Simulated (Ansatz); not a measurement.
Take SiO2 in the rutile structure (space group P4_2/mnm, No. 136; a = 4.2359 Å, c = 2.6899 Å) as the base. Axes: x, y, z lie along a, b, c of the conventional cell.

Now apply this change: biaxial strain +0.98 %, plane normal [001], relaxed out of plane (Cartesian); in-plane vectors clamped, the third vector and the atoms free.

Levels (all Ansatz, a quantum-chemistry and plane-wave program, PAW, earlier PAW set): PBE (420 eV, no spin-orbit coupling); r2SCAN (500 eV, scalar-relativistic without spin-orbit coupling); HSE06 (420 eV, no spin-orbit coupling); PBE+SOC (420 eV, noncollinear with spin-orbit coupling).

One geometry, relaxed with PBE, under each level:

The valence-band top lists the three highest levels at Γ (Kramers pairs under SOC), from the VBM.

| level | band gap | lowest conduction level above the VBM at special points | valence-band top at Γ | electron mass | hole mass | pressure |
|---|---|---|---|---|---|---|
| PBE | 4.91 eV | Γ 4.91 eV; A 6.74 eV; M 6.98 eV; X 7.24 eV | 0.00, -0.84, -0.84 eV | 0.36 mₑ out of plane, 0.44 mₑ in plane (at Γ) | 2.2 mₑ out of plane, 1.1 mₑ in plane (at Γ) | -2.77 GPa |
| r2SCAN | [?] | [?] | – | – | – | [?] |
| HSE06 | 6.97 eV | Γ 6.97 eV; A 8.85 eV; M 9.13 eV | – | – | – | – |
| PBE+SOC | 4.91 eV | Γ 4.91 eV; A 6.74 eV; M 6.97 eV; X 7.24 eV | 0.00, -0.82, -0.85 eV | 0.36 mₑ out of plane, 0.44 mₑ in plane (at Γ) | 2.2 mₑ out of plane, 1.1 mₑ in plane (at Γ) | -2.77 GPa |

Q: Give the withheld r2SCAN results.

A: 
- r2SCAN, band gap: 5.84 eV
- r2SCAN, lowest conduction level above the VBM at special points: Γ 5.84 eV; A 7.74 eV; M 7.97 eV; X 8.23 eV
- r2SCAN, pressure: -12.26 GPa

Single points use the geometry relaxed with PBE. Their cutoffs differ, which shifts pressures a little. Differences between runs with and without spin-orbit coupling are approximate. Masses are band curvatures over ±0.01 Å⁻¹ around the edge. Stability against distortions was not tested.
